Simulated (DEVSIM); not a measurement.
System: Ru/AlN/p-Si capacitor, at 300 K.

| layer (left to right) | material | thickness (nm) | Na (cm⁻³) |
|---|---|---|---|
| 1 | AlN | 2.60 | - |
| 2 | Si | 5200 | 1.2e16 |

Metal gate on the left, work function 4.7 eV. Fixed charge at the semiconductor interface 2.2e10 cm⁻² (in units of +e); no interface traps.

The device is made up for the run: typed textbook-type constants, with dimensions and the other settings drawn at random. Values at 300 K.

| parameter | AlN | Si |
|---|---|---|
| gap (eV) | 6.1 | 1.124 |
| affinity (eV) | 1.9 | 4.05 |
| permittivity | 8.5 | 11.7 |
| Nc (cm⁻³) | - | 2.86e19 |
| Nv (cm⁻³) | - | 3.1e19 |

DEVSIM, 1D Poisson equation in equilibrium, Boltzmann statistics, complete ionisation; no quantum confinement or tunnelling. Metal contacts follow the ideal Schottky-Mott rule: no Fermi-level pinning, no interface dipoles.

The AlN thickness was swept, all else fixed.

| AlN thickness (μm) | capacitance of the dielectric stack (μF/cm²) | threshold voltage (band bending 2φF) (V) |
|---|---|---|
| 0.001 | 7.53 | 0.46 |
| 0.0014 | 5.38 | 0.46 |
| 0.0018 | 4.18 | 0.46 |
| 0.0022 | 3.42 | 0.46 |
| 0.0026 | 2.89 | 0.47 |
| 0.0031 | 2.43 | 0.47 |

From the first row to the last the capacitance of the dielectric stack goes from 7.53 to 2.43. From the first row to the last the threshold voltage (band bending 2φF) goes from 0.46 to 0.47.
